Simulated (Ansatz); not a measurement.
# WS2: thickness series

The reference is WS2 in the 2H-MoS2 type structure (space group P6_3/mmc, No. 194; a = 3.1148 Å, c = 11.7731 Å; layered, stacked along the Cartesian z axis).

Free-standing slabs (3 atom(s) a layer) normal to the stacking axis with 15 Å of vacuum; in-plane cell relaxed.

Levels (all Ansatz, an electronic-structure program, PAW): PBEsol-D3(BJ) (420 eV, without spin-orbit coupling); r2SCAN (500 eV, spin-orbit coupling left out); HSE06 (420 eV, spin-orbit coupling left out).

Band gaps by level, all at the geometries relaxed with PBEsol-D3(BJ):

```csv
case,PBEsol-D3(BJ),r2SCAN,HSE06
base,0.65 eV,0.81 eV,1.19 eV
1 layer,1.99 eV,2.17 eV,2.56 eV
2 layers,1.19 eV,1.35 eV,1.78 eV
3 layers,0.93 eV,1.09 eV,1.50 eV
```

Single points use the geometry relaxed with PBEsol-D3(BJ). HSE06 gaps are upper bounds (no full band path). With W present, leaving out spin-orbit coupling can change the band edges. Stability against distortions was not tested.
